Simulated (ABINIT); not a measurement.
# Variants of one calculation on Re3Pt (P-6m2, 4 atoms in the cell)

```
Re3Pt
1.0
    2.78813     0.00000     0.00000
   -1.39407     2.41459     0.00000
    0.00000     0.00000     9.00389
Re Pt
3 1
Direct
  0.00000   0.00000   0.50000
  0.66667   0.33333   0.25410
  0.66667   0.33333   0.74590
  0.00000   0.00000   0.00000
```

Base run A: PBEsol, norm-conserving pseudopotentials (PseudoDojo nc-sr-04 PBEsol standard) run with ABINIT, self-consistent single point.

Its settings: pseudos = [Re.upf, Pt.upf]; ecut = 42 Ha; ixc = -116133; occopt = 7; tsmear = 0.136 eV; ngkpt = 7 7 2; nshiftk = 1; shiftk = 0 0 0; potentials = PseudoDojo nc-sr-04 PBEsol standard; nband = 41; kptopt = 1; nstep = 60; tolvrs = 1e-10.

The starting cell comes from a database of computed structures (which also holds hypothetical and non-ambient phases and stackings), without a prior relaxation at this level. Spin polarisation is off. In the base run, with a pressure of about -13 GPa the cell is away from its equilibrium volume at this level. Without a gap this mesh is coarse (it stands for a supercell whose shortest vector is 18 Å).

ΔF is the free energy per atom less that of run A. 

Run A gave: pressure (GPa) -12.97; largest force (eV/Å) 0.154; k-points 16.

Runs:
- B: tsmear: 0.136 eV → 0.03 eV; ngkpt: 7 7 2 → 9 9 3
- C: tolvrs: 1e-10 → default; toldfe: default → 3.7e-14 Ha
- D: tsmear: 0.136 eV → 0.05 eV
- E: tsmear: 0.136 eV → 0.2 eV
- F: ngkpt: 7 7 2 → 3 3 1
- G: boxcutmin: default → 1.5
- H: tolvrs: 1e-10 → default; tolwfr: default → 1e-16 Ha2; nbdbuf: default → 2
- I: diemac: default → 12

### Question
What does run B change against A?

### Answer
The free energy drops by 1.4 meV/atom, the pressure goes from -12.97 to -13.13 GPa and the largest force goes from 0.154 to 0.021 eV/Å.

### Question
What does run E change against A?

### Answer
The free energy goes down by 4.2 meV/atom, the pressure hardly changes (-12.97 to -12.91 GPa) and the largest force hardly changes (0.154 to 0.156 eV/Å).

```json
[
 {"run": "A", "ΔF (meV/atom)": "0.00", "pressure (GPa)": "-12.97", "largest force (eV/Å)": "0.154", "k-points": "16"},
 {"run": "B", "ΔF (meV/atom)": "-1.42", "pressure (GPa)": "-13.13", "largest force (eV/Å)": "0.021", "k-points": "24"},
 {"run": "C", "ΔF (meV/atom)": "0.00", "pressure (GPa)": "-12.97", "largest force (eV/Å)": "0.154", "k-points": "16"},
 {"run": "D", "ΔF (meV/atom)": "3.0", "pressure (GPa)": "-13.00", "largest force (eV/Å)": "0.171", "k-points": "16"},
 {"run": "E", "ΔF (meV/atom)": "-4.2", "pressure (GPa)": "-12.91", "largest force (eV/Å)": "0.156", "k-points": "16"},
 {"run": "F", "ΔF (meV/atom)": "137.5", "pressure (GPa)": "-8.93", "largest force (eV/Å)": "0.455", "k-points": "3"},
 {"run": "G", "ΔF (meV/atom)": "0.00", "pressure (GPa)": "-12.97", "largest force (eV/Å)": "0.154", "k-points": "16"},
 {"run": "H", "ΔF (meV/atom)": "0.00", "pressure (GPa)": "-12.97", "largest force (eV/Å)": "0.154", "k-points": "16"},
 {"run": "I", "ΔF (meV/atom)": "0.00", "pressure (GPa)": "-12.97", "largest force (eV/Å)": "0.154", "k-points": "16"}
]
```
